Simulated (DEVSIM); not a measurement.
Structure: abrupt GaP p-n junction, at 300 K.

| layer (left to right) | material | thickness (μm) | Nd (cm⁻³) | Na (cm⁻³) | τn (s) | τp (s) |
|---|---|---|---|---|---|---|
| 1 | GaP | 0.540 | - | 6e15 | 8.8e-7 | 8.8e-7 |
| 2 | GaP | 16.0 | 1e17 | - | 8.8e-7 | 8.8e-7 |

Left contact: ohmic. Right contact: ohmic. Voltage is applied to the left contact. Recombination: SRH at mid-gap, Auger. Mobility is μmin + (μ − μmin)/(1 + (N/Nref)^α).

The device is made up for the run: typed textbook-type constants, with dimensions and the other settings drawn at random. Values at 300 K.

```tsv
parameter	GaP
gap (eV)	2.26
affinity (eV)	3.8
permittivity	11.1
Nc (cm⁻³)	1.8e19
Nv (cm⁻³)	1.9e19
μn (cm²/Vs)	250
μp (cm²/Vs)	150
μn,min	10
μp,min	10
Nref,n	4.4e18
Nref,p	1e18
αn	0.8
αp	0.85
Cn (cm⁶/s)	1e-30
Cp (cm⁶/s)	1e-30
```

Simulated with DEVSIM: 1D drift-diffusion, Boltzmann statistics, complete ionisation; no tunnelling, impact ionisation, image-force lowering or self-heating.

Base results: dark forward voltage at 1 A/cm² (V) 1.713; dark forward voltage at 100 A/cm² (V) 1.889; potential step across the device at zero bias (V) 1.917; largest field in the device at zero bias (V/cm) 59000.

What follows from this one change: thickness of layer 1 0.54 → 0.11 μm?

dark forward voltage at 1 A/cm² 1.713 → 1.629 V; dark forward voltage at 100 A/cm² 1.889 → 1.813 V; potential step across the device at zero bias little changed (1.917 V); largest field in the device at zero bias 59000 → 130000 V/cm.

What follows from this one change: doping Na of layer 1 6e+15 → 1.8e+16 cm^-3?

dark forward voltage at 1 A/cm² 1.713 → 1.746 V; dark forward voltage at 100 A/cm² 1.889 → 1.914 V; potential step across the device at zero bias 1.917 → 1.946 V; largest field in the device at zero bias 59000 → 97000 V/cm.

What follows from this one change: thickness of layer 2 16 → 9.6 μm?

dark forward voltage at 1 A/cm² little changed (1.713 V); dark forward voltage at 100 A/cm² 1.889 → 1.874 V; potential step across the device at zero bias little changed (1.917 V); largest field in the device at zero bias little changed (59000 V/cm).
